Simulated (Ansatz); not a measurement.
Consider the following.

End structure of a constructed model of the (111) surface of fcc Al, a layer of Fe in place of the third plane (bottom of the slab: a bare face, its two planes held):

```yaml
crystal:
  lattice:
    - [2.85810, 0.00000, 0.00000]
    - [-1.42905, 2.47518, 0.00000]
    - [0.00000, 0.00000, 28.00000]
  atoms:
    - { symbol: Al, position: [0.33333, 0.66667, 0.28928] }
    - { symbol: Al, position: [0.66667, 0.33333, 0.37263] }
    - { symbol: Al, position: [0.00000, 0.00000, 0.45499] }
    - { symbol: Fe, position: [0.33333, 0.66667, 0.52259] }
    - { symbol: Al, position: [0.66667, 0.33333, 0.59115] }
    - { symbol: Al, position: [0.00000, 0.00000, 0.67649] }
```

Set-up: 6 atoms, 11.8 Å thick at the start with caps and adatoms (thin: gaps and levels are the slab's own); mesh 15x15x1; 0.1 eV smearing; dipole correction on; 2 atoms held, the rest relaxed; held to the start's symmetry, so lower structures may exist; spin-polarised, ending with about 1.8 μB a cell; orders that need a larger cell were not tried, no spin-orbit, no U. In PBE it is, or lies within 0.01 eV a 1x1 cell of, the lowest of the 2 structures of its composition computed so far; subsurface sites and larger cells were not tried.

Task: Predict the work function of the top face from PBE (Ansatz, an electronic-structure program).

Result: 4.09 eV
